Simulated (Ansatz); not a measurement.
We consider zinc-blende NaCl (model structure), described by r²SCAN in Ansatz (PAW).

Numerical settings: plane-wave cutoff 500 eV, 10×10×10 k mesh, gaussian smearing 0.02 eV, scalar-relativistic PAW data made under PBE.

Cell (relaxed at this level):

```cif
data_Cl4Na4
_chemical_formula_sum 'Na4 Cl4'
_space_group_name_H-M_alt 'F-43m'
_space_group_IT_number 216
_space_group_name_Hall 'F -4 2 3'
_cell_length_a 6.17628
_cell_length_b 6.17628
_cell_length_c 6.17628
_cell_angle_alpha 90.000
_cell_angle_beta 90.000
_cell_angle_gamma 90.000
loop_
_atom_site_label
_atom_site_type_symbol
_atom_site_symmetry_multiplicity
_atom_site_Wyckoff_symbol
_atom_site_fract_x
_atom_site_fract_y
_atom_site_fract_z
_atom_site_occupancy
Na1 Na 4 a 0.00000 0.00000 0.00000 1
Cl1 Cl 4 d 0.75000 0.75000 0.75000 1
```
(The calculation used a cell of 2 atoms; values per cell refer to that cell.)

Problem. What does this level give for the band gap?

Solution. 
* **band gap**: 5.55 eV (on the SCF k mesh)

Note: the relaxation could raise the start's symmetry but not lower it, so the cell can be a saddle point.

A model structure was made by putting elements into a prototype or built by hand; it is no filed structure, need not be a known phase, and can be a saddle point held by its symmetry.

Ansatz is a program for electronic structure.
